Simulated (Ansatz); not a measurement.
The starting structures come from a database of crystals and need not be the phases stable at ambient conditions.

Inside the gap of an insulator the Bloch states are evanescent, with a wavenumber k + iκ along the transport direction.

Here is the system:

```yaml
crystal:
  lattice:
    - [6.18539, 0.00000, 0.00000]
    - [0.00000, 8.04576, 0.00000]
    - [0.00000, 1.35507, 6.74504]
  atoms:
    - { symbol: K, position: [0.75000, 0.74620, 0.50850] }
    - { symbol: K, position: [0.25000, 0.25380, 0.49150] }
    - { symbol: Zn, position: [0.75000, 0.33810, 0.97320] }
    - { symbol: Zn, position: [0.25000, 0.66190, 0.02680] }
    - { symbol: B, position: [0.75000, 0.10170, 0.19630] }
    - { symbol: B, position: [0.25000, 0.89830, 0.80370] }
    - { symbol: H, position: [0.75000, 0.10230, 0.37130] }
    - { symbol: H, position: [0.25000, 0.89770, 0.62870] }
    - { symbol: H, position: [0.92060, 0.17730, 0.13110] }
    - { symbol: H, position: [0.07940, 0.82270, 0.86890] }
    - { symbol: H, position: [0.42060, 0.82270, 0.86890] }
    - { symbol: H, position: [0.57940, 0.17730, 0.13110] }
    - { symbol: H, position: [0.75000, 0.96750, 0.14070] }
    - { symbol: H, position: [0.25000, 0.03250, 0.85930] }
    - { symbol: Cl, position: [0.75000, 0.60150, 0.03790] }
    - { symbol: Cl, position: [0.25000, 0.39850, 0.96210] }
    - { symbol: Cl, position: [0.75000, 0.33580, 0.64780] }
    - { symbol: Cl, position: [0.25000, 0.66420, 0.35220] }
```

Space group of this cell: P2_1/m. The cell is taken as given; by r2SCAN its mean pressure is -1.2 GPa.

Transport runs along the normal of the first two printed cell vectors.

No gap correction and no spin-orbit coupling; mid-gap values are interpolated between computed energies.

Q: Compute, with r2SCAN (Ansatz, a program for electronic structure), the band gap and the smallest decay constant κ at mid-gap.

A: Gap 5.51 eV on a 6×4×6 mesh; κ = 0.443 1/Å, at the zone centre.
